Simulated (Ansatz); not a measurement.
## 4H silicon carbide (0 0 1) on wurtzite AlN (0 0 1) (film strained to the substrate, started from cuts of the bulks and a machine-learned relaxation; metallic at this level, with no gap by band count; slabs Al6N6 and Si8C8, which can lie off the formulas)

A periodic stack without vacuum, 4H silicon carbide (0 0 1) on wurtzite AlN (0 0 1) (film strained to the substrate, started from cuts of the bulks and a machine-learned relaxation; metallic at this level, with no gap by band count; slabs Al6N6 and Si8C8, which can lie off the formulas): substrate slab Al6N6, film Si8C8, surface cells [[0, 1], [-1, 0]] and [[0, 1], [-1, 0]], film strained by +1.2 and +1.2 %, outermost planes Al/N and C/Si as cut, which need not be the usual terminations and can put a slab off its formula.

The start was prepared with a machine-learned potential, and the result is one local minimum, with the in-plane cell held and forces under 0.04 eV/Å; the film can end far from its bulk form.

All values below come from PBE (plane waves to 420 eV, PAW; Ansatz, an electronic-structure program). No spin–orbit coupling; the runs are not spin-polarised; PBE gaps are too small against experiment. Its k-point mesh 8×8×1, Fermi–Dirac width 0.05 eV.

| Item | Result |
|---|---|
| interface area | 8.5 Å² |
| period | 36.71 Å |
| heights between the nearest atoms of the two slabs at the two interfaces | 1.30 and 2.49 Å |
| Al–Si contacts across the interfaces within 1.22 times the sum of covalent radii | 1, mean 2.49 Å |
| C–N contacts across the interfaces within 1.22 times the sum of covalent radii | 1, mean 1.30 Å |
| two interfaces | unlike, so that offsets are their mean |

```
CELL_PARAMETERS angstrom
      3.12968     0.00046     0.06024
      1.56522     2.71080    -0.01092
     -0.74440    -1.22020    36.72802
ATOMIC_POSITIONS crystal
  Al 0.51812 0.38423 0.03418
  Al 0.82945 0.76297 0.10278
  N  0.50134 0.41891 0.08657
  N  0.81234 0.79758 0.15455
  Al 0.47359 0.47538 0.17139
  Al 0.78428 0.85429 0.23994
  N  0.45636 0.50986 0.22309
  N  0.76692 0.88860 0.29164
  Al 0.42815 0.56630 0.30847
  Al 0.73875 0.94456 0.37683
  N  0.41072 0.60039 0.36021
  N  0.71883 0.97828 0.42721
  Si 0.03329 0.34944 0.48489
  Si 0.98764 0.44046 0.62249
  Si 0.34369 0.72828 0.55362
  Si 0.63169 0.15259 0.69132
  C  0.01589 0.38368 0.53652
  C  0.97056 0.47459 0.67416
  C  0.32648 0.76260 0.60549
  C  0.70732 0.00134 0.46254
  Si 0.94251 0.53146 0.76011
  Si 0.89773 0.62267 0.89773
  Si 0.25342 0.91037 0.82894
  Si 0.54215 0.33479 0.96627
  C  0.92560 0.56571 0.81179
  C  0.88081 0.65711 0.94953
  C  0.23648 0.94485 0.88081
  C  0.61463 0.18696 0.74317
```
